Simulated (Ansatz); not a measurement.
Results of LDA in Ansatz (plane waves, PAW) for ErCu2 (Imma, No. 74; cell taken from a computed entry).

Settings: plane-wave cutoff 500 eV, 16×16×16 k mesh, Fermi–Dirac smearing 0.1 eV, spin-polarised start, scalar-relativistic PAW data made under PBE.

Computed at the level's own relaxed cell.

Problem. Give the computed volume per atom.

Solution. 
* **volume per atom**: 16.24 Å³/atom

The run finds no gap.

Note: the magnetic order was assumed, not searched for or taken from measurement; the relaxation could not lower the start's symmetry, so the cell can be a saddle point above a distorted one; the 4f shell is treated without U or exact exchange, so its levels and filling can be wrong.

Spin–orbit coupling is not included.

Computed values are for the static lattice.

Computing time: about 50 core-minutes (a rough figure).

Ansatz is a program for electronic structure.
